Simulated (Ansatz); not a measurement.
Ansatz (an electronic-structure program) run on CaMg (Pmma, 4 atoms in the cell): relaxation of cell and atoms.

Method: LDA (PW92), default PAW files made with PBE (plane waves; Ansatz).

The change in words: atoms on their sites; basis.ecutwfc: 420 eV → 355 eV; relax: default → cell and atoms. Reference geometry:
```xyz
4
Lattice="5.6909 0.0000 0.0000 0.0000 3.9092 0.0000 0.0000 0.0000 5.7126" Properties=species:S:1:pos:R:3 pbc="T T T"
Ca     4.2682     1.9546     4.3084
Ca     1.4227     1.9546     1.4543
Mg     4.2682     0.0000     1.3841
Mg     1.4227     0.0000     4.3285
```

Reference input (self-consistent single point, DFT, LDA (PW92), plane waves, default PAW files made with PBE): basis.ecutwfc = 420 eV; kpoints.mp_grid.grid = 4 7 4; hamiltonian.xc = lda; hamiltonian.pseudopotentials = {kind: paw} (the program's default PAW files); scf.occupations.method = fermi_dirac; scf.occupations.width = 0.1 eV. This run's input differs from it in these lines:

Ansatz 0.2 input:
```diff
@@ -7,3 +7,3 @@
   atoms:
-    - { symbol: Ca, position: [0.750000, 0.500000, 0.754183] }
+    - { symbol: Ca, position: [0.750000, 0.500000, 0.745430] }
     - { symbol: Ca, position: [0.250000, 0.500000, 0.254570] }
@@ -12,3 +12,3 @@
 basis:
-  ecutwfc: 420.0
+  ecutwfc: 355.0
 kpoints:
@@ -20,2 +20,4 @@
   occupations: { method: fermi_dirac, width: 0.1 }
+relax:
+  cell: {}
 output:
```

Output (repeated stretches shortened):

```
   [... SCF lines of the steps left out ...]
relax step   1: F+E_penalty+E_count = -7348.75803661 eV  Δ(F+E_penalty+E_count) = +0.000e0 eV  max|allowed force component| = 1.342e-2 eV/Å  Δτ_max = 0.0000 Å  P = -2.383 GPa  Ω = 127.086 Å³  (6 SCF iters, dr2 threshold 1.00e-7 eV, accepted)
relax step   2: F+E_penalty+E_count = -7348.84705066 eV  Δ(F+E_penalty+E_count) = -8.901e-2 eV  max|allowed force component| = 1.287e-2 eV/Å  Δτ_max = 0.0064 Å  P = -0.929 GPa  Ω = 119.207 Å³  energy of the carried Pulay correction = +4.465e-3 eV  [...]
   [... lines left out ...]
relax step   8: F+E_penalty+E_count = -7348.86146043 eV  Δ(F+E_penalty+E_count) = -2.409e-4 eV  max|allowed force component| = 1.841e-4 eV/Å  Δτ_max = 0.0021 Å  P = -0.002 GPa  Ω = 114.936 Å³  energy of the carried Pulay correction = +1.554e-4 eV  [...]
relax step   9: F+E_penalty+E_count = -7348.86130118 eV  Δ(F+E_penalty+E_count) = +1.592e-4 eV  max|allowed force component| = 1.764e-4 eV/Å  Δτ_max = 0.0000 Å  P = -0.004 GPa  Ω = 114.936 Å³  stress off target by 7.72e-3 GPa  SCF on the basis [...]
basis re-selected at this cell: Δ(F+E_penalty+E_count) = +1.592e-4 eV, ΔP = -0.002 GPa vs the last step
the relaxation is at rest under the 8 symmetry operations that the run kept from its start: a minimum is not shown …
Stability not checked: this state was not tested for a lower state beside it, because too few of the mixer's solves of this state at the end of the SCF gave a …
Free energy (F): -7348.861301 eV
Internal energy: -7348.737410 eV  (E = F + TS)
   [... lines left out ...]
Fermi energy:    5.705400 eV
   [... lines left out ...]
  cell:  # Å, volume = 114.9357 Å³
    - [5.43400987360544, 0.0, 0.0]
    - [0.0, 3.892335308537595, 0.0]
    - [0.0, 0.0, 5.434057783618874]
  atoms:
    - { symbol: Ca, position: [0.75, 0.5, 0.7499525858705514] }
    - { symbol: Ca, position: [0.25, 0.5, 0.2500474141294485] }
    - { symbol: Mg, position: [0.75, 0.0, 0.24992582938035768] }
    - { symbol: Mg, position: [0.25, 0.0, 0.750074170619642] }
```

The run converged. 

Summary of the result:
| Quantity | Result |
|---|---|
| Free energy E − TS (on the zero of these files) | -7348.8613 eV |
| Fermi level (on the code's own zero) | 5.71 eV |
| Pressure | 0.00 GPa |
| Final cell | a = 5.434 Å, b = 3.892 Å, c = 5.434 Å, α = 90.00°, β = 90.00°, γ = 90.00° |
| Final volume per atom | 28.73 Å³ |
| Relaxation steps | 9 |

The starting cell comes from a database of computed structures (which also holds hypothetical and non-ambient phases and stackings), without a prior relaxation at this level. Its lattice was rescaled by up to half a per cent. The relaxation keeps the symmetry of its start, so its end need not be a minimum. Ansatz's pressure includes its estimate of the finite-basis (Pulay) stress. The cutoff lies below the one recommended for these files.

Cost on one core of a shared machine: roughly 40 s.
